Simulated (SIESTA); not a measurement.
Band structure of HfTeS (P3m1, 3 atoms in the cell).

```
HfTeS
1.0
    3.81538     0.00000     0.00000
   -1.90769     3.30422     0.00000
    0.00000     0.00000     6.60612
Hf Te S
1 1 1
Direct
  0.33333   0.66667   0.02986
  0.00000   0.00000   0.74743
  0.66667   0.33333   0.22271
```

Method: GGA PBEsol, numerical atomic orbitals DZP, PseudoDojo PBEsol standard norm-conserving potentials (rewritten from UPF to PSML) (SIESTA).

Settings: XC.functional = GGA; XC.authors = PBEsol; potentials = PseudoDojo PBEsol standard; PAO.BasisSize = DZP; PAO.EnergyShift = 0.005 Ry; MeshCutoff = 300 Ry; kgrid.MonkhorstPack = 8 8 4; OccupationFunction = MP; OccupationMPOrder = 0; ElectronicTemperature = 136 meV; MaxSCFIterations = 150; SCF.Mixer.Method = Broyden; SCF.Mixer.Weight = 0.25; SCF.Mixer.History = 6.

The starting cell comes from a database of computed structures (which also holds hypothetical and non-ambient phases and stackings), without a prior relaxation at this level. Spin-orbit coupling is off. Values carry the incompleteness of an atom-centred basis.

Levels in eV from the Fermi level, bands 14 to 19:
```json
[
 {"point": "Γ", "14": "-3.87", "15": "-1.13", "16": "0.15", "17": "0.15", "18": "0.64", "19": "0.64"},
 {"point": "M", "14": "-3.66", "15": "-3.50", "16": "-2.51", "17": "-1.40", "18": "0.10", "19": "2.26"},
 {"point": "K", "14": "-4.07", "15": "-3.16", "16": "-2.81", "17": "-2.55", "18": "1.27", "19": "1.65"},
 {"point": "A", "14": "-3.86", "15": "-2.67", "16": "0.06", "17": "0.06", "18": "0.63", "19": "0.63"},
 {"point": "L", "14": "-3.70", "15": "-3.25", "16": "-1.89", "17": "-1.29", "18": "0.00", "19": "2.24"},
 {"point": "H", "14": "-4.37", "15": "-3.14", "16": "-2.62", "17": "-2.46", "18": "1.29", "19": "1.58"}
]
```

Bands cross the Fermi level along this path, so the cell is metallic at this level.

Higher empty bands are left out: an atom-centred basis made for the valence describes them poorly.
